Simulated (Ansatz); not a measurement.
Take CdSe in the zinc blende structure (space group F-43m, No. 216; a = 6.1332 Å) as the base. Axes: x, y, z lie along the cube axes.

Calculations: r2SCAN/PAW in Ansatz (a first-principles code), no SOC.

One thing is altered: uniaxial strain ε_zz = +2.00 %, all other strain components held at zero; the atoms relax in the strained cell.

Predict the stress tensor and what it implies for the stiffness.

Stress of the strained cell less that of the base (GPa, compression positive):
```
  -0.86    0.00    0.00
   0.00   -0.86    0.00
   0.00    0.00   -1.24
```

Then −Δσ_ii/ε with ε = 0.0200 gives secant stiffness values (nonlinear terms included at this strain): C33 ≈ 62 GPa, C13 ≈ 43 GPa and C23 ≈ 43 GPa.

Whether these cells are dynamically stable was not tested.
